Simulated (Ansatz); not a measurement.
A working Ansatz (a quantum-chemistry and plane-wave program) input for Ru3N (Pnma, 16 atoms in the cell) (DFT, PBE, plane waves, default PAW files):

Ansatz 0.2 input:
```yaml
# Ru3N
crystal:
  lattice:
    - [5.435152, 0.000000, 0.000000]
    - [0.000000, 7.205581, 0.000000]
    - [0.000000, 0.000000, 4.829704]
  atoms:
    - { symbol: Ru, position: [0.036000, 0.250000, 0.852000] }
    - { symbol: Ru, position: [0.536000, 0.250000, 0.648000] }
    - { symbol: Ru, position: [0.964000, 0.750000, 0.148000] }
    - { symbol: Ru, position: [0.464000, 0.750000, 0.352000] }
    - { symbol: Ru, position: [0.186000, 0.063000, 0.328000] }
    - { symbol: Ru, position: [0.686000, 0.437000, 0.172000] }
    - { symbol: Ru, position: [0.814000, 0.563000, 0.672000] }
    - { symbol: Ru, position: [0.314000, 0.937000, 0.828000] }
    - { symbol: Ru, position: [0.814000, 0.937000, 0.672000] }
    - { symbol: Ru, position: [0.314000, 0.563000, 0.828000] }
    - { symbol: Ru, position: [0.186000, 0.437000, 0.328000] }
    - { symbol: Ru, position: [0.686000, 0.063000, 0.172000] }
    - { symbol: N, position: [0.390000, 0.250000, 0.050000] }
    - { symbol: N, position: [0.890000, 0.250000, 0.450000] }
    - { symbol: N, position: [0.610000, 0.750000, 0.950000] }
    - { symbol: N, position: [0.110000, 0.750000, 0.550000] }
kpoints:
  mp_grid: { grid: [3, 3, 4] }
hamiltonian:
  xc: pbe
  pseudopotentials: { kind: paw }
scf:
  occupations: { method: methfessel_paxton, width: 0.0037 Ry }
output:
  forces: true
  eigenvalues: true
  stress: true
```

The run converged in 7 iterations: free energy E − TS (on the zero of these files) -72071.2178 eV; Fermi level (on the code's own zero) 22.21 eV; pressure -2.88 GPa; largest force (vector length) 1.412 eV/Å. Each of these slips is then made, one at a time:

(1)
```diff
-# Ru3N
+# Ru12N5
+    - { symbol: N, position: [0.890000, 0.250000, 0.450000] }
```

(2)
```diff
-  mp_grid: { grid: [3, 3, 4] }
+  mp_grid: { grid: [1, 1, 1] }
```

**Question.** How does each altered input end?

**Answer.** 
(1) One atom entered twice. The program stopped before any SCF iteration.
```
Error: atoms 13 (N) and 16 (N) coincide: fractional positions [0.89, 0.25, 0.45] and [0.89, 0.25, 0.45] are 0.00e0 Å apart, within the symmetry tolerance 1e-5 (fractional) on every axis — remove the duplicate or separate the sites (indices count the expanded atom list at the failing check: the typed cell's during the `space_group:` round-trip, othe [...]
```

(2) A single k-point for a small metallic cell. The run converged in 7 iterations without an error; against the sound input the free energy drops by 356 meV/atom, the pressure goes from -2.88 to -10.61 GPa and the largest force goes from 1.412 to 2.211 eV/Å.

The starting cell was generated: these elements placed on a structure prototype, without a prior relaxation; it need not be a known phase or ordering of this composition. Its lattice was rescaled by a random factor within 2.5 % of one. Spin polarisation is off. In the base run, forces exceed 1 eV/Å. Ansatz's pressure includes its estimate of the finite-basis (Pulay) stress. Without a gap this mesh is coarse (it stands for a supercell whose shortest vector is 16 Å).

Left out of this page: 4 runs of the series outside the window shown, repeating another row's setting, or not comparable.
